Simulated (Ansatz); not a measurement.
Consider Be$_{2}$Si (space group Fm-3m, No. 225; a model cell, its experimental status unchecked; relaxed with 0.1 eV smearing).

```xyz
3
Lattice="0.0000 2.6418 2.6418 2.6418 0.0000 2.6418 2.6418 2.6418 0.0000" Properties=species:S:1:pos:R:3 pbc="T T T"
Si     0.0000     0.0000     0.0000
Be     1.3209     1.3209     1.3209
Be     3.9627     3.9627     3.9627
```

Cartesian axes are those of the cell as printed.

All numbers come from PBE (Ansatz, a first-principles code; PAW; 420 eV plane waves; no SOC).

One thing is altered: a pure shear with ε_xz = ε_zx = -0.0227, atoms relaxed at fixed cell.

### Question
Predict the stress tensor and what it implies for the stiffness.

### Answer
Stress of the strained cell less that of the base (GPa, compression positive):
```
    0.2     0.0     3.4
    0.0    -0.4     0.0
    3.4     0.0     0.2
```

Then −Δσ/γ with γ = 2ε = -0.0454 gives secant stiffness values (nonlinear terms included at this strain): C55 ≈ 75 GPa.

As a check, the harmonic strain energy −½ V₀ Δσ:ε is 5.9 meV/atom; the computed energy rise is 6.1 meV/atom.

No phonon test of stability was made. The final runs are not spin-polarised.
